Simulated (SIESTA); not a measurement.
Band structure of ScBi (Fm-3m, 2 atoms in the cell).

```xyz
2
Lattice="0.0000 3.0778 3.0778 3.0778 0.0000 3.0778 3.0778 3.0778 0.0000" Properties=species:S:1:pos:R:3 pbc="T T T"
Sc     3.0778     3.0778     3.0778
Bi     0.0000     0.0000     0.0000
```

Method of the run: SIESTA with LDA PW92, numerical atomic orbitals DZP, PseudoDojo LDA standard norm-conserving potentials (rewritten from UPF to PSML).

Settings: XC.functional = LDA; XC.authors = PW92; potentials = PseudoDojo LDA standard; PAO.BasisSize = DZP; PAO.EnergyShift = 0.01 Ry; MeshCutoff = 400 Ry; kgrid.MonkhorstPack = 8 8 8; OccupationFunction = MP; OccupationMPOrder = 0; ElectronicTemperature = 200 meV; MaxSCFIterations = 150; SCF.Mixer.Method = Pulay; SCF.Mixer.Weight = 0.1; SCF.Mixer.History = 6.

The starting cell comes from a database of computed structures (which also holds hypothetical and non-ambient phases and stackings), without a prior relaxation at this level. Its lattice was rescaled by a random factor within 2.5 % of one. Spin-orbit coupling is off. Values carry the incompleteness of an atom-centred basis.

Levels in eV from the Fermi level, bands 10 to 15:
| point | 10 | 11 | 12 | 13 | 14 | 15 |
|---|---|---|---|---|---|---|
| Γ | -11.47 | 0.57 | 0.57 | 0.57 | 0.89 | 0.89 |
| X | -10.35 | -3.37 | -0.90 | -0.90 | -0.35 | 1.25 |
| W | -10.27 | -2.68 | -2.68 | -2.23 | 1.34 | 1.34 |
| K | -10.29 | -3.03 | -2.80 | -1.32 | 0.62 | 1.48 |
| L | -10.40 | -4.34 | -1.55 | -1.55 | 1.37 | 1.37 |
| U | -10.29 | -3.03 | -2.80 | -1.32 | 0.62 | 1.48 |

Bands cross the Fermi level along this path, so the cell is metallic at this level.

Higher empty bands are left out: an atom-centred basis made for the valence describes them poorly.
